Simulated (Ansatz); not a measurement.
Results of G0W0@PBEsol (Ansatz, an electronic-structure program, hard PAW, contour deformation, complete-basis limit) for 1T (CdI2-type) CaI2.

Numerical settings: largest k mesh 6×6×4 (not extrapolated in the mesh).

Cell (measured lattice):

```cif
data_CaI2
_chemical_formula_sum 'Ca1 I2'
_space_group_name_H-M_alt 'P 1'
_space_group_IT_number 1
_cell_length_a 4.48000
_cell_length_b 4.48000
_cell_length_c 6.96000
_cell_angle_alpha 90.000
_cell_angle_beta 90.000
_cell_angle_gamma 120.000
loop_
_space_group_symop_operation_xyz
  'x, y, z'
loop_
_atom_site_label
_atom_site_type_symbol
_atom_site_fract_x
_atom_site_fract_y
_atom_site_fract_z
_atom_site_occupancy
Ca1 Ca 0.00000 0.00000 0.00000 1
I1 I 0.33333 0.66667 0.25000 1
I2 I 0.66667 0.33333 0.75000 1
```

### Question
Predict the band gap.

### Answer

band gap: 5.77 eV

Note: cell and atoms aren't relaxed at this level; the gap holds a correction of +0.23 eV to the complete basis.

Spin–orbit coupling is not included; with these elements it can move the gap by several tenths of an eV or more.

Static lattice: no zero-point or thermal effects.
